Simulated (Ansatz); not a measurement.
Band structure of Mg5Pt (C2/m, 6 atoms in the cell).

```xyz
6
Lattice="5.2649 -1.6660 0.0000 5.2649 1.6660 0.0000 -2.5770 0.0000 6.9041" Properties=species:S:1:pos:R:3 pbc="T T T"
Mg     1.7541     0.0000     4.8530
Mg     6.1987     0.0000     2.0511
Mg    -1.2885     0.0000     3.4521
Mg     3.3682     0.0000     0.9992
Mg     4.5846     0.0000     5.9049
Pt     0.0000     0.0000     0.0000
```

Computed with PBEsol, PAW files made with PBE (plane waves; Ansatz, an electronic-structure program).

Settings: basis.ecutwfc = 30.9 Ry; kpoints.mp_grid.grid = 5 5 3; hamiltonian.xc = pbesol; hamiltonian.pseudopotentials = {kind: paw} (the program's default PAW files); scf.occupations.method = fermi_dirac; scf.occupations.width = 0.0073 Ry; kpoints.band_path.npoints = 8.

The starting cell comes from a database of computed structures (which also holds hypothetical and non-ambient phases and stackings), without a prior relaxation at this level. Spin-orbit coupling is off. Spin polarisation is off.

Levels in eV from the Fermi level, bands 31 to 38:
```
point     31     32     33     34     35    36    37    38
-----  -----  -----  -----  -----  -----  ----  ----  ----
Γ      -2.60  -2.48  -1.35  -1.02  -0.11  0.15  4.34  4.56
Y      -2.58  -2.47  -2.46  -1.36   0.20  3.11  4.58  4.85
F      -2.59  -2.47  -2.40  -2.20   2.25  2.43  2.67  3.34
L      -2.58  -2.53  -2.47  -0.79  -0.13  3.27  4.03  4.45
I      -2.38  -2.02  -0.94  -0.80  -0.75  1.46  2.13  2.35
```

Bands cross the Fermi level along this path, so the cell is metallic at this level.

Keys are those of Ansatz 0.2.
